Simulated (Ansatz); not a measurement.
## W, response to strain

Start from W in the bcc (W type) structure (space group Im-3m, No. 229; relaxed with 0.1 eV smearing).

```yaml
crystal:
  lattice:
    - [-1.58442, 1.58442, 1.58442]
    - [1.58442, -1.58442, 1.58442]
    - [1.58442, 1.58442, -1.58442]
  atoms:
    - { symbol: W, position: [0.00000, 0.00000, 0.00000] }
```

Cartesian axes are those of the cell as printed.

Strains are applied to the cell and any free atomic positions relax.

Calculations: Ansatz (an electronic-structure program), r2SCAN, PAW, cutoff 500 eV, no spin-orbit coupling.

Notes on the quantities. energy relative to the base: free energy F; pressure: mean of the normal stresses, compression positive.

```csv
variant,energy relative to the base,pressure,volume per atom
base,0 meV/atom,0.0 GPa,15.91 Å³
uniaxial strain ε_zz = +0.50 %,+0.7 meV/atom,-1.6 GPa,15.99 Å³
uniaxial strain ε_zz = +1.00 %,+2.7 meV/atom,-3.1 GPa,16.07 Å³
uniaxial strain ε_zz = +1.50 %,+5.9 meV/atom,-4.6 GPa,16.15 Å³
uniaxial strain ε_zz = +2.00 %,+10 meV/atom,-6.0 GPa,16.23 Å³
uniaxial strain ε_zz = +2.50 %,+16 meV/atom,-7.4 GPa,16.31 Å³
uniaxial strain ε_zz = +3.00 %,+23 meV/atom,-8.8 GPa,16.39 Å³
```

Stability against distortions was not tested. The final runs are not spin-polarised.
